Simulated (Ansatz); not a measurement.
TiAl3 (I4/mmm, No. 139)

Calculation: PBE-D3(BJ) in Ansatz (plane waves, PAW).

Run with plane-wave cutoff 520 eV, 20×20×20 k mesh, Fermi–Dirac smearing 0.05 eV, no spin polarisation, scalar-relativistic PAW data made under PBE.

Cell (relaxed at this level):

Space group I4/mmm (No. 139); a = 3.7945 Å, b = 3.7945 Å, c = 8.4940 Å, α = 90.00°, β = 90.00°, γ = 90.00°

```
atom  site  symmetry       x       y       z
----  ----  --------  ------  ------  ------
Ti      2a     4/mmm  0.0000  0.0000  0.0000
Al      2b     4/mmm  0.0000  0.0000  0.5000
Al      4d      -4m2  0.0000  0.5000  0.2500
```
(The calculation used a cell of 4 atoms; values per cell refer to that cell.)

| Item | Value |
|---|---|
| lattice constant a | 3.794 Å |
| lattice parameter c | 8.494 Å |

Computed values are for the static lattice.

Cost on a shared machine: roughly 4 core-minutes.

Ansatz is a quantum-chemistry and plane-wave program.
